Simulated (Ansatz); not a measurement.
**Effect of Cu vacancy, symmetric start on ZnCu**

Take a 14-atom supercell of ZnCu in the CsCl type structure (space group Pm-3m, No. 221; a = 2.908 Å) at its relaxed geometry as the base.

One thing is altered: one Cu atom is removed, atoms relaxed at fixed cell.

Method: DFT with PBEsol, PAW potentials and a 420 eV plane-wave cutoff in Ansatz (a program for electronic structure), without spin-orbit coupling. Settings: 8×8×8 k-points, 0.05 eV Fermi–Dirac smearing.

The pressure goes from zero to -4.6 GPa and the energy gained by relaxation is 0.37 eV. The largest displacement of a host atom from its site in the perfect cell comes out as 0.21 Å and the mean distance from the defect site to its nearest host atoms drops by 0.34 bohr (4.76 bohr → 4.42 bohr).

In so small a cell the defect repeats every few ångströms: this is an ordered compound, not a dilute defect. The defect started on the symmetric site and kept its symmetry, so it may sit on a saddle. The final runs are not spin-polarised. The defect cell is not spin-polarised.
